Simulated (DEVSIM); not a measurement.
Device: Co/SiO2/n-Si capacitor, at 400 K.

Layer 1 from the left is SiO2, thickness (nm) 2.20. Layer 2 from the left is Si, thickness (nm) 440, Nd (cm⁻³) 1.7e18.

Metal gate on the left, work function 5 eV. Fixed charge at the semiconductor interface 1.1e10 cm⁻² (in units of +e); no interface traps.

The device is made up for the run: typed textbook-type constants, with dimensions and the other settings drawn at random. Values at 300 K; Nc and Nv go as T^1.5, mobilities as T to minus their exponent, the gap by Varshni's rule with the affinity fixed.

SiO2: gap (eV) 9, affinity (eV) 0.9, permittivity 3.9. Si: gap (eV) 1.124, affinity (eV) 4.05, permittivity 11.7, Nc (cm⁻³) 2.86e19, Nv (cm⁻³) 3.1e19, Varshni α (eV/K) 0.000473, Varshni β (K) 636.

Question: Estimate by hand the flat-band voltage, the threshold voltage, and compare with a numerical solution.

Answer: 
- Flat-band voltage: C = 1.57 μF/cm², work-function difference 0.838 V; VFB = φms − qNf/C = 0.84 V; numerical 0.84 V.
- Threshold voltage: φF = 0.435 V, depletion charge √(4εqNφF) = 7.00e-7 C/cm²; VT = VFB − 2φF − Qd/C = -0.48 V; numerical -0.48 V.

Model (solved in DEVSIM): 1D Poisson equation in equilibrium, Boltzmann statistics, complete ionisation; no quantum confinement or tunnelling. Metal contacts follow the ideal Schottky-Mott rule: no Fermi-level pinning, no interface dipoles.
